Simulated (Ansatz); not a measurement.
## CdS: response to strain

Take CdS in the wurtzite structure (space group P6_3mc, No. 186; a = 4.124 Å, c = 6.708 Å) as the base. Axes: x lies along a and z along c of the hexagonal cell.

Strains are applied to the cell and any free atomic positions relax.

All numbers come from PBEsol (Ansatz, a program for electronic structure; PAW; 420 eV plane waves; scalar-relativistic without spin-orbit coupling).

Notes on the quantities. pressure: mean of the normal stresses, compression positive; energy relative to the base: free energy F.

```json
[
 {"change": "base", "pressure": "0.00 GPa", "shortest interatomic distance": "4.764 bohr", "energy relative to the base": "0 meV/atom"},
 {"change": "uniaxial strain ε_zz = +0.60 %", "pressure": "[?]", "shortest interatomic distance": "[?]", "energy relative to the base": "+0.2 meV/atom"},
 {"change": "uniaxial strain ε_zz = +1.20 %", "pressure": "-0.72 GPa", "shortest interatomic distance": "4.781 bohr", "energy relative to the base": "+1.0 meV/atom"},
 {"change": "uniaxial strain ε_zz = +1.80 %", "pressure": "-1.06 GPa", "shortest interatomic distance": "4.790 bohr", "energy relative to the base": "+2.3 meV/atom"},
 {"change": "uniaxial strain ε_zz = +2.40 %", "pressure": "-1.40 GPa", "shortest interatomic distance": "4.799 bohr", "energy relative to the base": "+4.1 meV/atom"},
 {"change": "uniaxial strain ε_zz = +3.00 %", "pressure": "-1.72 GPa", "shortest interatomic distance": "4.807 bohr", "energy relative to the base": "+6.4 meV/atom"}
]
```

Task: Some entries are withheld; estimate them.

Result: 
- uniaxial strain ε_zz = +0.60 %, pressure: -0.36 GPa
- uniaxial strain ε_zz = +0.60 %, shortest interatomic distance: 4.773 bohr

Stability against distortions was not tested.
